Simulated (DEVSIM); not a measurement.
Device: abrupt Si n-p junction, at 300 K.

Layer 1 from the left is Si, thickness (μm) 7.60, Nd (cm⁻³) 1e17, τn (s) 6.9e-5, τp (s) 6.9e-5. Layer 2 from the left is Si, thickness (μm) 9.60, Na (cm⁻³) 1.3e14, τn (s) 6.9e-5, τp (s) 6.9e-5.

Left contact: ohmic. Right contact: ohmic. Voltage is applied to the left contact. Recombination: SRH at mid-gap. Mobility is constant in doping.

Constants are typed, rounded textbook-type inputs, not results; the design itself was drawn at random and stands for no fabricated device. Values at 300 K.

Si: gap (eV) 1.124, affinity (eV) 4.05, permittivity 11.7, Nc (cm⁻³) 2.86e19, Nv (cm⁻³) 3.1e19, μn (cm²/Vs) 1417, μp (cm²/Vs) 470.

DEVSIM, 1D drift-diffusion, Boltzmann statistics, complete ionisation; no tunnelling, impact ionisation, image-force lowering or self-heating.

Dark forward current:

```
|V| (V)  |J| (A/cm²)
-------  -----------
0.05        4.294e-8
0.10        3.318e-7
0.15        2.288e-6
0.20        1.556e-5
0.25       0.0001055
0.30       0.0007140
0.35        0.004807
0.40         0.03176
0.45          0.1945
0.50          0.9719
0.55           3.744
0.60           11.89
0.65           33.17
0.70           81.47
0.75           168.8
0.80           288.0
0.85           414.9
0.90           527.2
0.95           617.1
1.00           688.5
1.05           747.7
1.10           799.1
1.15           844.9
1.20           886.5
1.25           924.9
1.30           960.6
```

Task: Work out the local ideality factor n = ΔV / (kT/q · ln(J2/J1)) between the rows 0.15 and 0.20 V, 1.25 and 1.30 V.

Result: kT/q = 25.85 mV. From 0.15 to 0.20 V: ln(1.556e-5/2.288e-6) = 1.917, n = 1.01, near the 1 of diffusion or emission over a barrier. From 1.25 to 1.30 V: ln(960.6/924.9) = 0.038, n = 51.07.

Task: Estimate the current at 0.25 V from the Shockley equation with J0 = Σ q ni² D/(N L) coth(W/L), τ joining the SRH, radiative and Auger lifetimes that are on, and W taken as the whole layer.

Result: ni² = 1.16e20 cm⁻⁶; holes in the n layer: μ = 470 cm²/Vs, D = 12.1 cm²/s, τ = 6.90e-5 s, L = 290 μm, W/L = 0.026, term 2.97e-12 A/cm²; electrons in the p layer: μ = 1420 cm²/Vs, D = 36.6 cm²/s, τ = 6.90e-5 s, L = 503 μm, W/L = 0.019, term 5.45e-9 A/cm². J0 = 5.45e-9 A/cm², and J = J0 exp(qV/kT) = 8.64e-5 A/cm². The simulation gives 0.000106 A/cm²; the estimate lies 18 % below. The estimate leaves out recombination in the depletion region and that region's share of W.
